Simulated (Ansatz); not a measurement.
Consider HfN in the rock salt structure (space group Fm-3m, No. 225; relaxed with 0.1 eV smearing).

```
HfN
1.0
    0.00000     2.25092     2.25092
    2.25092     0.00000     2.25092
    2.25092     2.25092     0.00000
Hf N
1 1
Direct
  0.00000   0.00000   0.00000
  0.50000   0.50000   0.50000
```

Cartesian axes are those of the cell as printed.

Calculations: PBEsol (Ansatz, a program for electronic structure; PAW; 420 eV plane waves; no SOC).

Perturbation: an isotropic linear strain of −1.00 %; the atoms relax in the strained cell.

### Question
Predict the stress tensor and what it implies for the stiffness.

### Answer
Stress of the strained cell less that of the base (GPa, compression positive):
```
    9.1     0.0     0.0
    0.0     9.1     0.0
    0.0     0.0     9.1
```

Then B = −ΔP/(ΔV/V₀) with ΔV/V₀ = -0.0297 gives secant stiffness values (nonlinear terms included at this strain): B ≈ 307 GPa.

As a check, the harmonic strain energy −½ V₀ Δσ:ε is 9.7 meV/atom; the computed energy rise is 9.4 meV/atom.

Whether these cells are dynamically stable was not tested. All final runs are without spin polarisation.
